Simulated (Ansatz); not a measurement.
## Zn: response to strain

Start from Zn in the hcp (Mg type) structure (space group P6_3/mmc, No. 194; a = 2.6129 Å, c = 4.7815 Å; relaxed with 0.1 eV smearing). Axes: x lies along a and z along c of the hexagonal cell.

Strains are applied to the cell and any free atomic positions relax.

The values are results of PBEsol (Ansatz, a quantum-chemistry and plane-wave program, PAW, no SOC), not measurements.

Notes on the quantities. pressure: mean of the normal stresses, compression positive; energy relative to the base: free energy F.

```
change                            pressure  energy relative to the base  shortest interatomic distance
------------------------------  ----------  ---------------------------  -----------------------------
base                               0.0 GPa                   0 meV/atom                        2.613 Å
uniaxial strain ε_xx = −3.00 %     3.6 GPa                +9.2 meV/atom                        2.535 Å
uniaxial strain ε_xx = −2.50 %  (withheld)                   (withheld)                     (withheld)
uniaxial strain ε_xx = −2.00 %     2.3 GPa                +4.0 meV/atom                        2.561 Å
uniaxial strain ε_xx = −1.50 %     1.7 GPa                +2.2 meV/atom                        2.574 Å
uniaxial strain ε_xx = +0.50 %    -0.5 GPa                +0.2 meV/atom                        2.616 Å
uniaxial strain ε_xx = +1.50 %    -1.5 GPa                +2.0 meV/atom                        2.623 Å
uniaxial strain ε_xx = +2.00 %    -1.9 GPa                +3.4 meV/atom                        2.626 Å
uniaxial strain ε_xx = +2.50 %    -2.3 GPa                +5.2 meV/atom                        2.629 Å
uniaxial strain ε_xx = +3.00 %    -2.7 GPa                +7.2 meV/atom                        2.633 Å
```

Question: Complete the table.

Answer: 
- uniaxial strain ε_xx = −2.50 %, pressure: 2.9 GPa
- uniaxial strain ε_xx = −2.50 %, energy relative to the base: +6.3 meV/atom
- uniaxial strain ε_xx = −2.50 %, shortest interatomic distance: 2.548 Å

Stability against distortions was not tested.
